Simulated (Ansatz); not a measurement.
Where the default PAW files enter, the runs use the earlier of Ansatz's two default sets.

Input:

```xyz
12
Lattice="3.8080 0.0000 0.0000 -1.9040 3.2978 0.0000 0.0000 0.0000 18.6787" Properties=species:S:1:pos:R:3 pbc="T T T"
Zn     0.0000     2.1985    15.5642
Zn     1.9040     1.0993     6.2249
Zn     1.9040     1.0993    12.4561
Zn     0.0000     2.1985     3.1167
Zn     0.0000     0.0000     9.3382
Zn     0.0000     0.0000    18.6776
S      0.0000     2.1985    17.8965
S      1.9040     1.0993     8.5571
S      1.9040     1.0993    14.7881
S      0.0000     2.1985     5.4488
S      0.0000     0.0000    11.6763
S      0.0000     0.0000     2.3369
```

Space group of this cell: P6_3mc. The cell is taken as given.

The current runs along the normal of the first two printed vectors, the (001) plane. All runs by Ansatz (an electronic-structure program), plane waves and PAW, without spin-orbit coupling; the base is r2SCAN.

```json
[
 {"run": "base", "mean pressure (GPa)": "0.1", "gap (eV)": "2.73", "mid-gap κ (1/Å)": "0.174"},
 {"run": "all lengths scaled by 0.98", "mean pressure (GPa)": "5.6", "gap (eV)": "3.02", "mid-gap κ (1/Å)": "0.185"},
 {"run": "all lengths scaled by 1.02", "mean pressure (GPa)": "-4.0", "gap (eV)": "2.46", "mid-gap κ (1/Å)": "0.163"},
 {"run": "lda in place of r2scan", "mean pressure (GPa)": "-3.9", "gap (eV)": "(withheld)", "mid-gap κ (1/Å)": "(withheld)"},
 {"run": "lengths across the current scaled by 0.98, ions clamped", "mean pressure (GPa)": "3.7", "gap (eV)": "2.88", "mid-gap κ (1/Å)": "0.178"},
 {"run": "lengths across the current scaled by 1.02, ions clamped", "mean pressure (GPa)": "-2.7", "gap (eV)": "(withheld)", "mid-gap κ (1/Å)": "(withheld)"},
 {"run": "lengths along the current scaled by 0.97, ions clamped", "mean pressure (GPa)": "2.8", "gap (eV)": "2.83", "mid-gap κ (1/Å)": "0.184"},
 {"run": "lengths along the current scaled by 1.03, ions clamped", "mean pressure (GPa)": "-1.9", "gap (eV)": "(withheld)", "mid-gap κ (1/Å)": "(withheld)"},
 {"run": "pbesol in place of r2scan", "mean pressure (GPa)": "-1.3", "gap (eV)": "2.03", "mid-gap κ (1/Å)": "0.140"}
]
```

**Question.** Fill in the missing entries.

**Answer.** 
- lda in place of r2scan, gap (eV): 1.92
- lda in place of r2scan, mid-gap κ (1/Å): 0.133
- lengths across the current scaled by 1.02, ions clamped, gap (eV): 2.53
- lengths across the current scaled by 1.02, ions clamped, mid-gap κ (1/Å): 0.169
- lengths along the current scaled by 1.03, ions clamped, gap (eV): 2.53
- lengths along the current scaled by 1.03, ions clamped, mid-gap κ (1/Å): 0.165
